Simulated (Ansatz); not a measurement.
SiO2 (I-42d, No. 122, 6 atoms in the cell; start mp-546794; a measured phase of this formula has another space group), treated with LDA (PAW; Ansatz, a first-principles code).

Settings: plane-wave cutoff 520 eV, 10×10×10 k mesh, Fermi–Dirac smearing 0.01 eV, scalar-relativistic PAW data made under PBE.

Cell (relaxed at this level):

```cif
data_O4Si2
_chemical_formula_sum 'Si2 O4'
_space_group_name_H-M_alt 'P 1'
_space_group_IT_number 1
_cell_length_a 5.04027
_cell_length_b 5.04027
_cell_length_c 5.04027
_cell_angle_alpha 121.473
_cell_angle_beta 121.473
_cell_angle_gamma 87.467
loop_
_space_group_symop_operation_xyz
  'x, y, z'
loop_
_atom_site_label
_atom_site_type_symbol
_atom_site_fract_x
_atom_site_fract_y
_atom_site_fract_z
_atom_site_occupancy
Si1 Si 0.00000 0.00000 0.00000 1
Si2 Si 0.75000 0.25000 0.50000 1
O1 O 0.37500 0.22406 0.34906 1
O2 O 0.77594 0.12500 0.15094 1
O3 O 0.87500 0.02594 0.65094 1
O4 O 0.97406 0.62500 0.84906 1
```

**Question.** What does this level give for the band gap?

**Answer.** 
* **band gap**: 5.76 eV (direct)

The computed numbers hold no vibrational or temperature effects.

The result took roughly 26 core-seconds.

A start named mp-… is a Materials Project structure, which need not be a measured phase.
